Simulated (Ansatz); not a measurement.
Input and output of a self-consistent single point for LaGe3Ir (I4mm, 5 atoms in the cell) (Ansatz, an electronic-structure program).

Method: PBEsol, default PAW files made with PBE (plane waves; Ansatz).

```yaml
crystal:
  lattice:
    - [-2.23029, 2.23029, 5.06692]
    - [2.23029, -2.23029, 5.06692]
    - [2.23029, 2.23029, -5.06692]
  atoms:
    - { symbol: La, position: [0.58346, 0.58346, 0.00000] }
    - { symbol: Ge, position: [0.34263, 0.84263, 0.50000] }
    - { symbol: Ge, position: [0.84263, 0.34263, 0.50000] }
    - { symbol: Ge, position: [0.00049, 0.00049, 0.00000] }
    - { symbol: Ir, position: [0.23877, 0.23877, 0.00000] }
```

Reference input (self-consistent single point, DFT, PBEsol, plane waves, default PAW files made with PBE): basis.ecutwfc = 30.9 Ry; kpoints.mp_grid.grid = 8 8 8; hamiltonian.xc = pbesol; hamiltonian.pseudopotentials = {kind: paw} (the program's default PAW files); scf.occupations.method = gaussian; scf.occupations.width = 0.0073 Ry. This run's input differs from it in these lines:

Ansatz 0.2 input:
```diff
@@ -14,3 +14,3 @@
 kpoints:
-  mp_grid: { grid: [8, 8, 8] }
+  mp_grid: { grid: [12, 12, 12], shift: [0.5, 0.5, 0.5] }
 hamiltonian:
```

Output (repeated stretches shortened):

```
SCF iter   1: F=—  HF=-30724.608546 eV  |F-HF|=—  |Δ(HF+E_count)|=         —  Δρ=3.62e-3  dr2=1.04e-2  ethr=1.77e-3  ⟨swp⟩=5.4  Hψ=21735  notcnv=0
all-band conjugate gradients solve this SCF's bands
preconditioner: auto → Kerker (q_TF=auto, 2.567 Å⁻¹)
SCF iter   2: F=—  HF=-30724.607819 eV  |F-HF|=—  |Δ(HF+E_count)|=   7.27e-4  Δρ=2.01e-3  dr2=3.52e-3  ethr=1.48e-5  ⟨swp⟩=2.1  Hψ=12874  notcnv=0
   [... lines left out ...]
SCF iter   5: F=—  HF=-30724.607544 eV  |F-HF|=—  |Δ(HF+E_count)|=   1.57e-6  Δρ=1.20e-4  dr2=1.38e-5  ethr=9.36e-8  ⟨swp⟩=2.0  Hψ=11510  notcnv=0
SCF iter   6: F=—  HF=-30724.607543 eV  |F-HF|=—  |Δ(HF+E_count)|=   1.23e-6  Δρ=2.57e-5  dr2=1.23e-6  ethr=1.98e-8  ⟨swp⟩=2.0  Hψ=8631  notcnv=0
SCF iter   7: F=—  HF=-30724.607543 eV  |F-HF|=—  |Δ(HF+E_count)|=   1.28e-7  Δρ=8.40e-6  dr2=1.30e-7  ethr=1.76e-9  ⟨swp⟩=2.1  Hψ=11396  notcnv=0
SCF iter   8: F=-30724.607543 eV  HF=-30724.607543 eV  |F-HF|=8.03e-9  |Δ(HF+E_count)|=   3.00e-8  Δρ=2.29e-6  dr2=8.72e-9  ethr=1.43e-10  ⟨swp⟩=8.6  Hψ=28544  notcnv=0
SCF 1 converged in 8 iterations: F = -30724.607543 eV  dr2 = 8.72e-9
Free energy (F): -30724.607543 eV
Internal energy: -30724.599906 eV  (E = F + TS)
E sigma→0 (E₀):  -30724.603724 eV
Entropy (-TS):   -0.007637 eV (-1.527 meV/atom)
Fermi energy:    13.824242 eV
--- Forces (eV/Å), atoms counted from 1 ---
  atom   1  La     0.00000000     0.00000000    -0.26811782
  atom   2  Ge     0.00000000     0.00000000     0.06870444
  atom   3  Ge    -0.00000000    -0.00000000     0.06870444
  atom   4  Ge    -0.00000000     0.00000000     0.06008086
  atom   5  Ir    -0.00000000     0.00000000     0.07058170
--- Stress (GPa, compression-positive) ---
       -3.328387       0.000000      -0.000000
        0.000000      -3.328387      -0.000000
       -0.000000       0.000000      -3.721883
  P = ⅓ Tr σ = -3.4596 GPa (-34.596 kbar)
  The stress holds the Pulay correction. Without it, at fixed plane waves, as pw.x and ABINIT print it: P = -3.4889 GPa
```

The run converged in 8 iterations. Against the reference run the free energy is nearly the same (within 1 meV/atom), the pressure moves little (-3.47 to -3.46 GPa) and the largest force goes from 0.295 to 0.268 eV/Å.

The starting cell comes from a database of computed structures (which also holds hypothetical and non-ambient phases and stackings), without a prior relaxation at this level. Its lattice was rescaled by up to half a per cent. One atom was moved a little off its site on purpose. Spin polarisation is off. Ansatz's pressure includes its estimate of the finite-basis (Pulay) stress.

Cost on one core of a shared machine: roughly 60 s.
